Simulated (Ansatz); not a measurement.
The starting structures come from a database of crystals and need not be the phases stable at ambient conditions.

Tunnelling through a barrier is set by its complex band structure: the current falls as exp(−2κd) with the smallest κ.

```
CELL_PARAMETERS angstrom
      6.44796     0.00000     0.00000
      0.00000     6.70952     0.00000
      0.00000     0.00000    11.64504
ATOMIC_POSITIONS crystal
  K  0.16767 0.64820 0.71243
  K  0.33233 0.35180 0.21243
  K  0.66767 0.85180 0.28757
  K  0.83233 0.14820 0.78757
  K  0.90162 0.39319 0.41779
  K  0.59838 0.60681 0.91779
  K  0.40162 0.10681 0.58221
  K  0.09838 0.89319 0.08221
  As 0.40701 0.56480 0.46717
  As 0.09299 0.43520 0.96717
  As 0.90701 0.93520 0.53283
  As 0.59299 0.06480 0.03283
  As 0.66891 0.67915 0.61230
  As 0.83109 0.32085 0.11230
  As 0.16891 0.82085 0.38770
  As 0.33109 0.17915 0.88770
```

Space group of this cell: P2_12_12_1. The cell is taken as given.

Transport runs along the normal of the first two printed cell vectors.

The gap is the functional's own. No spin-orbit coupling. Mid-gap values are interpolated on the energy grid.

**Question.** Give the band gap and the smallest decay constant κ at mid-gap that PBEsol in Ansatz (a program for electronic structure) yields.

**Answer.** Gap 0.69 eV on a 6×6×4 mesh; κ = 0.218 1/Å, at the zone centre.
